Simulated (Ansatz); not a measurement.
A self-consistent single point of Rb₂InAgF₆ (Fm-3m, 10 atoms in the cell) with Ansatz (a quantum-chemistry and plane-wave program).

Computed with PBEsol, default PAW files made with PBE (plane waves; Ansatz).

```yaml
crystal:
  lattice:
    - [0.00000, 4.57582, 4.57582]
    - [4.57582, 0.00000, 4.57582]
    - [4.57582, 4.57582, 0.00000]
  atoms:
    - { symbol: Rb, position: [0.25000, 0.25000, 0.25000] }
    - { symbol: Rb, position: [0.75000, 0.75000, 0.75000] }
    - { symbol: In, position: [0.00000, 0.00000, 0.00000] }
    - { symbol: Ag, position: [0.50000, 0.50000, 0.50000] }
    - { symbol: F, position: [0.23163, 0.23163, 0.76837] }
    - { symbol: F, position: [0.76837, 0.76837, 0.23163] }
    - { symbol: F, position: [0.76837, 0.23163, 0.23163] }
    - { symbol: F, position: [0.23163, 0.76837, 0.76837] }
    - { symbol: F, position: [0.23163, 0.76837, 0.23163] }
    - { symbol: F, position: [0.76837, 0.23163, 0.76837] }
```

Reference input (self-consistent single point, DFT, HSE06, plane waves, default PAW files made with PBE): basis.ecutwfc = 420 eV; kpoints.mp_grid.grid = 3 3 3; hamiltonian.xc = hse06; hamiltonian.pseudopotentials = {kind: paw} (the program's default PAW files); scf.occupations.method = gaussian; scf.occupations.width = 0.05 eV. This run's input differs from it in these lines:

Ansatz 0.2 input:
```diff
@@ -21,3 +21,3 @@
 hamiltonian:
-  xc: hse06
+  xc: pbesol
   pseudopotentials: { kind: paw }
```

The program printed (abridged):

```
SCF iter   1: F=—  HF=-24290.688962 eV  |F-HF|=—  |Δ(HF+E_count)|=         —  Δρ=1.21e-2  dr2=1.87e-1  ethr=1.77e-3  ⟨swp⟩=6.0  Hψ=863  notcnv=0  defer=6
all-band conjugate gradients solve this SCF's bands
preconditioner: auto → Resta (q_TF=auto, 2.414 Å⁻¹)
SCF iter   2: F=—  HF=-24290.639977 eV  |F-HF|=—  |Δ(HF+E_count)|=   4.90e-2  Δρ=2.97e-3  dr2=7.18e-3  ethr=2.03e-4  ⟨swp⟩=2.8  Hψ=452  notcnv=0  defer=12
   [... lines left out ...]
SCF iter   4: F=—  HF=-24290.638244 eV  |F-HF|=—  |Δ(HF+E_count)|=   9.44e-5  Δρ=2.28e-4  dr2=9.25e-5  ethr=1.22e-6  ⟨swp⟩=2.0  Hψ=339  notcnv=0  defer=12
SCF iter   5: F=—  HF=-24290.638354 eV  |F-HF|=—  |Δ(HF+E_count)|=   1.10e-4  Δρ=5.60e-5  dr2=7.67e-6  ethr=1.01e-7  ⟨swp⟩=2.0  Hψ=395  notcnv=0  defer=12
SCF iter   6: F=—  HF=-24290.638355 eV  |F-HF|=—  |Δ(HF+E_count)|=   1.32e-6  Δρ=2.28e-5  dr2=1.14e-6  ethr=8.33e-9  ⟨swp⟩=2.0  Hψ=391  notcnv=0  defer=12
SCF iter   7: F=-24290.638355 eV  HF=-24290.638355 eV  |F-HF|=2.83e-8  |Δ(HF+E_count)|=   5.15e-7  Δρ=3.92e-6  dr2=4.26e-8  ethr=1.09e-10  ⟨swp⟩=10.0  Hψ=1314  notcnv=0
SCF 1 converged in 7 iterations: F = -24290.638355 eV  dr2 = 4.26e-8
Free energy (F): -24290.638355 eV
Internal energy: -24290.638355 eV  (E = F + TS)
E sigma→0 (E₀):  -24290.638355 eV
Fermi energy:    4.837983 eV
--- Forces (eV/Å), atoms counted from 1 ---
  atom   1  Rb     0.00000000     0.00000000     0.00000000
  atom   2  Rb     0.00000000    -0.00000000    -0.00000000
  atom   3  In    -0.00000000     0.00000000    -0.00000000
  atom   4  Ag     0.00000000     0.00000000     0.00000000
  atom   5  F     -0.00000000    -0.00000000    -0.22741993
  atom   6  F     -0.00000000    -0.00000000     0.22741993
  atom   7  F     -0.22741993    -0.00000000    -0.00000000
  atom   8  F      0.22741993     0.00000000     0.00000000
  atom   9  F      0.00000000    -0.22741993     0.00000000
  atom  10  F     -0.00000000     0.22741993     0.00000000
--- Stress (GPa, compression-positive) ---
       -3.590120       0.000000       0.000000
       -0.000000      -3.590120      -0.000000
        0.000000       0.000000      -3.590120
  P = ⅓ Tr σ = -3.5901 GPa (-35.901 kbar)
  The stress holds the Pulay correction. Without it, at fixed plane waves, as pw.x and ABINIT print it: P = -4.0145 GPa
```

The run converged in 7 iterations. Against the reference run the pressure goes from -2.78 to -3.59 GPa, the largest force goes from 0.520 to 0.227 eV/Å and the gap on the mesh goes from 3.748 to 1.713 eV.

The starting cell comes from a database of computed structures (which also holds hypothetical and non-ambient phases and stackings), without a prior relaxation at this level. Its lattice was rescaled by a random factor within 2.5 % of one. With a pressure of about -4 GPa the cell is away from its equilibrium volume at this level. Ansatz's pressure includes its estimate of the finite-basis (Pulay) stress.
